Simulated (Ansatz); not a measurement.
Levels about the gap of amorphous hafnia (Hf₂₀O₄₀) (60 atoms in a cell of 847 Å³, 8.26 g/cm³; zone centre alone, so wide bands show as single levels with stretches between that a denser mesh fills), at the geometry that PBE relaxed, where it gives -3.0 GPa on a denser mesh. The participation number counts the atoms over which a state spreads; weights are charges in smoothed Voronoi cells. The levels come from a single point, so bond lengths are those of that geometry. Method of the levels: r2SCAN, scalar-relativistic without spin-orbit coupling (Ansatz, a first-principles code). Sampling: the zone centre alone; Fermi-Dirac width 0.02 eV; no spin polarisation. At PBE the levels at the filled edge of the gap are localised (band-tail or defect states), and the nearest spread-out levels lie 4.2 eV apart at the zone centre.

It comes from a melt-quench run on a machine-learned potential (CHGNet), relaxed afterwards by DFT. O atoms were pushed apart under 1.9 Å during the dynamics, to hinder bonds among them. The hot cell started wider than the set density and was brought back towards it in steps. It is the lowest in DFT energy of 4 quenches. It is a model cell: composition and starting density were chosen by hand, and all elements were melted together. No dispersion term was used. Its density started from a set value of 8.26 and ended at 8.26 g/cm³. The quench (nominally 240 K/ps over its main leg) was far faster than any real one, so the model tends to hold more defects than a real film. One small periodic cell is one sample of the glass; other quenches scatter about these values. The volume was held where the preparation left it, at a PBE pressure of -3.0 GPa (tension). Stress components on the final sampling reach 5.8 GPa.

| E - E(highest filled), eV | filling | participation number | largest on | weight O | weight Hf |
|---|---|---|---|---|---|
| -0.42 | filled | 10.5 | O, 3 neighbours | 0.94 | 0.06 |
| -0.35 | filled | 15.5 | O, 3 neighbours | 0.95 | 0.05 |
| -0.34 | filled | 14.1 | O, 2 neighbours | 0.95 | 0.05 |
| -0.25 | filled | 8.7 | O, 2 neighbours | 0.94 | 0.06 |
| -0.22 | filled | 9.8 | O, 3 neighbours | 0.95 | 0.05 |
| -0.10 | filled | 9.1 | O, 2 neighbours | 0.95 | 0.05 |
| 0.00 | filled | 4.3 | O, 2 neighbours | 0.94 | 0.06 |
| 4.36 | empty | 33.4 | Hf, 5 neighbours | 0.53 | 0.47 |
| 4.57 | empty | 17.4 | Hf, 6 neighbours | 0.42 | 0.58 |
| 4.64 | empty | 17.2 | Hf, 6 neighbours | 0.36 | 0.64 |
| 4.69 | empty | 25.1 | Hf, 6 neighbours | 0.38 | 0.62 |
| 4.76 | empty | 18.5 | Hf, 5 neighbours | 0.36 | 0.64 |
| 4.83 | empty | 29.1 | Hf, 6 neighbours | 0.37 | 0.63 |
| 4.89 | empty | 26.6 | Hf, 6 neighbours | 0.36 | 0.64 |

Most localised among these is the filled level at +0.00 eV, on a O atom, which has 2 neighbours (Hf 2.03 Å, Hf 2.09 Å).
